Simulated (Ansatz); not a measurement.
The starting structures come from a database of crystals and need not be the phases stable at ambient conditions.

 Where the default PAW files enter, the runs use the earlier of Ansatz's two default sets.

Evanescent states of Mg(AlC)$_{2}$ (P-3m1, not sure to be the ambient phase, 5 atoms a cell, 11.6 Å³ an atom, -3 GPa at this level) along the normal of (100)

These are r2SCAN (plane waves, PAW; Ansatz, an electronic-structure program) values and carry that method's errors.

The gap is the functional's own. No spin-orbit coupling. Mid-gap values are interpolated on the energy grid.

Energies count from the valence-band top; κ is the least over a 10×6 mesh across the current.

```csv
E (eV),κ (1/Å),where
0.06,0.101,Γ
0.17,0.145,Γ
0.28,0.162,Γ
0.39,0.177,Γ
0.49,0.190,Γ
0.60,0.201,Γ
0.71,0.210,Γ
0.82,0.219,Γ
0.94,0.226,Γ
1.04,0.232,Γ
1.16,0.232,off Γ
1.26,0.225,off Γ
1.38,0.217,off Γ
1.49,0.207,off Γ
1.59,0.193,off Γ
1.71,0.175,off Γ
1.81,0.154,off Γ
1.93,0.127,off Γ
2.04,0.090,off Γ
```

How thick must the barrier be to attenuate the transmission by 10^8 when the electrodes' Fermi level lies at 1.59 eV, and what attenuation does that film give at 1.93 eV?

d = 8 ln 10 / (2 × 0.193) = 47.7 Å. At 1.93 eV it gives 8 × 0.127/0.193 = 5.3 decades.
